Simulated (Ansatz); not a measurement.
A periodic model of amorphous Ti₂₀O₄₁Cu₂:

```yaml
crystal:
  lattice:
    - [9.14272, -0.17458, 0.11905]
    - [-0.17458, 9.25728, 0.18042]
    - [0.11905, 0.18042, 9.12857]
  atoms:
    - { symbol: Ti, position: [0.06570, 0.67535, 0.39509] }
    - { symbol: Ti, position: [0.96378, 0.31625, 0.79588] }
    - { symbol: Ti, position: [0.31903, 0.61399, 0.86060] }
    - { symbol: Ti, position: [0.83916, 0.96833, 0.84269] }
    - { symbol: Ti, position: [0.60319, 0.95841, 0.35572] }
    - { symbol: Ti, position: [0.36838, 0.18825, 0.36195] }
    - { symbol: Ti, position: [0.73446, 0.66966, 0.55027] }
    - { symbol: Ti, position: [0.25521, 0.97146, 0.90567] }
    - { symbol: Ti, position: [0.36318, 0.82149, 0.54894] }
    - { symbol: Ti, position: [0.47682, 0.44519, 0.61540] }
    - { symbol: Ti, position: [0.02356, 0.75591, 0.70514] }
    - { symbol: Ti, position: [0.03401, 0.29990, 0.41732] }
    - { symbol: Ti, position: [0.28428, 0.31655, 0.97861] }
    - { symbol: Ti, position: [0.59334, 0.18027, 0.89476] }
    - { symbol: Ti, position: [0.77595, 0.21860, 0.23606] }
    - { symbol: Ti, position: [0.98476, 0.98918, 0.18380] }
    - { symbol: Ti, position: [0.55772, 0.80779, 0.00960] }
    - { symbol: Ti, position: [0.69138, 0.57928, 0.24746] }
    - { symbol: Ti, position: [0.31464, 0.50276, 0.26256] }
    - { symbol: Ti, position: [0.69117, 0.52510, 0.91268] }
    - { symbol: O, position: [0.76439, 0.41735, 0.18804] }
    - { symbol: O, position: [0.33969, 0.92525, 0.70365] }
    - { symbol: O, position: [0.04855, 0.34336, 0.61910] }
    - { symbol: O, position: [0.37862, 0.63343, 0.64693] }
    - { symbol: O, position: [0.38767, 0.13564, 0.92670] }
    - { symbol: O, position: [0.98004, 0.19749, 0.21650] }
    - { symbol: O, position: [0.72209, 0.67384, 0.05121] }
    - { symbol: O, position: [0.27732, 0.66596, 0.36432] }
    - { symbol: O, position: [0.57849, 0.16963, 0.34601] }
    - { symbol: O, position: [0.88073, 0.46993, 0.87119] }
    - { symbol: O, position: [0.69148, 0.15792, 0.06705] }
    - { symbol: O, position: [0.14324, 0.80883, 0.54339] }
    - { symbol: O, position: [0.59543, 0.82530, 0.51772] }
    - { symbol: O, position: [0.33432, 0.41929, 0.79946] }
    - { symbol: O, position: [0.12763, 0.67600, 0.84458] }
    - { symbol: O, position: [0.82090, 0.80660, 0.72469] }
    - { symbol: O, position: [0.81145, 0.16760, 0.79078] }
    - { symbol: O, position: [0.57180, 0.36860, 0.95346] }
    - { symbol: O, position: [0.26335, 0.50639, 0.04766] }
    - { symbol: O, position: [0.37118, 0.37728, 0.44699] }
    - { symbol: O, position: [0.62384, 0.95786, 0.88158] }
    - { symbol: O, position: [0.79832, 0.00341, 0.30891] }
    - { symbol: O, position: [0.05350, 0.82924, 0.27249] }
    - { symbol: O, position: [0.10516, 0.26256, 0.92267] }
    - { symbol: O, position: [0.38961, 0.97848, 0.40448] }
    - { symbol: O, position: [0.83875, 0.27268, 0.43824] }
    - { symbol: O, position: [0.51739, 0.64613, 0.89608] }
    - { symbol: O, position: [0.88016, 0.92826, 0.02683] }
    - { symbol: O, position: [0.05542, 0.96208, 0.78923] }
    - { symbol: O, position: [0.15399, 0.01370, 0.06568] }
    - { symbol: O, position: [0.49238, 0.55667, 0.20347] }
    - { symbol: O, position: [0.94561, 0.61985, 0.57739] }
    - { symbol: O, position: [0.34850, 0.81689, 0.98264] }
    - { symbol: O, position: [0.17142, 0.15125, 0.43683] }
    - { symbol: O, position: [0.61318, 0.53645, 0.45371] }
    - { symbol: O, position: [0.82391, 0.68610, 0.35639] }
    - { symbol: O, position: [0.08406, 0.47753, 0.32552] }
    - { symbol: O, position: [0.55991, 0.85256, 0.20114] }
    - { symbol: O, position: [0.53188, 0.26283, 0.69115] }
    - { symbol: O, position: [0.66168, 0.53535, 0.70387] }
    - { symbol: O, position: [0.32036, 0.27414, 0.19002] }
    - { symbol: Cu, position: [0.11908, 0.05013, 0.60816] }
    - { symbol: Cu, position: [0.68956, 0.25743, 0.56939] }
```

Methods: PBE, scalar-relativistic without spin-orbit coupling (Ansatz, an electronic-structure program); r2SCAN, scalar-relativistic without spin-orbit coupling (Ansatz); HSE06, scalar-relativistic without spin-orbit coupling (Ansatz). Neutral PBE cell, which sets geometry, pressure and energy: sampling: a 2×2×2 Γ-centred mesh; Fermi-Dirac width 0.02 eV; no spin polarisation. Exact exchange is cut at the faces of this 9 Å cell, which leaves hybrid gaps a finite-size error.

It comes from a melt-quench run on a machine-learned potential (CHGNet), relaxed afterwards by DFT. O atoms were pushed apart under 1.9 Å during the dynamics, to hinder bonds among them. The hot cell started wider than the set density and was brought back towards it in steps. It is the lowest in DFT energy of 2 quenches. It is a model cell: composition and starting density were chosen by hand, and all elements were melted together. No dispersion term was used. Its density started from a set value of 3.74 and ended at 3.74 g/cm³. The simulated quench (nominally 240 K/ps over its main leg) is rapid and tends to freeze in more defects than a deposited or slowly cooled glass has. One small periodic cell is one sample of the glass; other quenches scatter about these values. The volume was held where the preparation left it and the shape relaxed.

Problem. Give the pressure, the energy against reference phases and the spacing of the highest filled and lowest empty levels.

Solution. 
- Pressure on a 2×2×2 Γ-centred mesh: 3.49 GPa
- Largest force and stress component on that mesh (the relaxation ran on the zone centre alone): 0.11 eV/Å and 3.6 GPa
- Energy relative to anatase TiO2 + cuprite (lowest mix at this level among the phases computed, not always the ambient ones): 0.141 eV/atom
- Level gap on a 2×2×2 Γ-centred mesh (PBE): 1.15 eV
- Level gap at the zone centre (PBE): 1.26 eV
- Level gap at the zone centre (r2SCAN): 1.35 eV
- Level gap at the zone centre (HSE06): 2.50 eV
- Distance between the nearest levels spread over more than a fifth of the atoms or a third of the atoms of their main element (six at least) (PBE, zone centre): 2.66 eV

Problem. At PBE and the zone centre, how localised are the states just below and above the Fermi level (participation number: the atoms over which a state spreads)?

Solution. The highest filled state is spread over 3.0 atoms' worth, largest on Cu63, with weights by element (charge in smoothed Voronoi cells) Cu 0.67, O 0.25, Ti 0.08. The lowest empty state is spread over 7.7 atoms' worth, largest on Ti14, with weights by element (charge in smoothed Voronoi cells) Ti 0.79, O 0.20, Cu 0.01.

At PBE the levels at the filled edge of the gap are localised (band-tail or defect states), and the nearest spread-out levels lie 2.7 eV apart at the zone centre.

Neighbours within Ti-Ti 3.12 Å, Ti-O 2.46 Å, Ti-Cu 3.01 Å, O-O 1.58 Å, O-Cu 2.38 Å, Cu-Cu 2.90 Å count as bonded. Two cations that share two anions don't count as bonded, nor two that share one unless they lie closer than Ti-Ti 3.04 Å, Ti-Cu 2.93 Å, Cu-Cu 2.82 Å.

Added carriers, by PBE, scalar-relativistic without spin-orbit coupling run with Ansatz on the zone centre alone. Charged cells keep the cell fixed and stand in a uniform background, with no image correction, at a width of 0.01 eV; where the count is odd the moment is locked at 1 μB, unless the neutral cell bore moments. Each starts from the undistorted neutral geometry alone. PBE's self-interaction favours spread-out carriers, so it can miss traps that a hybrid finds.

Problem. What happens at PBE when the cell takes an extra electron and the atoms relax?

Solution. Relaxation lowers the charged cell by 0.17 eV. The largest moves are O31 0.14 Å, Ti13 0.13 Å, O38 0.13 Å, Ti14 0.12 Å. The level that holds the added charge spreads over 6.6 atoms' worth, most on Ti14 (weight 0.30): a partly localised carrier. Bonds formed: Ti13-O38. Made neutral again at that geometry, the cell lies +0.25 eV from the neutral start.

Problem. What happens at PBE when the cell takes a hole and the atoms relax?

Solution. Relaxation lowers the charged cell by 0.30 eV. The largest moves are O23 0.53 Å, Cu62 0.34 Å, O22 0.27 Å, O35 0.18 Å. The level that was emptied spreads over 4.7 atoms' worth, most on Cu62 (weight 0.40): a localised (trapped) carrier, which neighbours of that atom can share. Bonds broken: O32-Cu62. Bonds formed: O22-Cu62, O23-Cu62, O29-Cu63. Made neutral again at that geometry, the cell lies +0.39 eV from the neutral start (a closed shell was imposed there, with levels 0.60 eV apart, so this is an upper bound).
